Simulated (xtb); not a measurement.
xtb 6.7.1, GFN2-xTB: Zr(NH2)2(SH)2 ([NH2][Zr]([NH2])([SH])[SH]), 11 atoms. The geometry is a generated start, not checked to be a minimum at this level.

| Quantity | Result |
|---|---|
| method | GFN2-xTB |
| --acc | 1 (default) |
| --etemp (K) | 300 (default) |
| detailed input (--input) | none: ANC optimiser, Lindh (1995) Hessian, microcycle=20, maxdispl=1.0, hlow=0.01 (default) |
| basis functions | 44 |
| valence electrons | 32 |

```xyz
11

Zr    -0.0020     0.1588    -0.1127
N      1.0178    -1.0836    -1.3228
H      1.1934    -2.0776    -1.1377
H      1.7785    -0.7602    -1.9304
N      0.5027     0.3285     1.8124
H      0.3592    -0.3636     2.5526
H      0.9414     1.1538     2.2361
S     -0.1026     2.4946    -0.9439
H     -1.3076     2.6137    -0.3497
S     -2.3509    -0.6554    -0.1003
H     -2.0301    -1.8090    -0.7036
```

Charge 0 and multiplicity 1 are set for this test and not shown to be the ground state.

The structure is relaxed from this start with --opt LEVEL for the levels crude, sloppy, loose, lax, normal, tight, vtight, extreme, once each. Up to the end of the extreme run atoms move by at most 1.7 Å along an axis.

### Question
Choose the cheapest level whose final energy lies within 20 meV of that of extreme.

### Answer
normal: 29 cycles against 117, ending 8.7 meV above.

```tsv
level	cycles	energy above the extreme run (meV)	gradient norm (eV/Å)
crude	1	29	0.13
sloppy	1	29	0.13
loose	1	29	0.13
lax	2	29	0.13
normal	29	8.7	0.029
tight	109	0.056	0.031
vtight	116	under 0.01	0.0033
extreme	117	—	0.0016
```
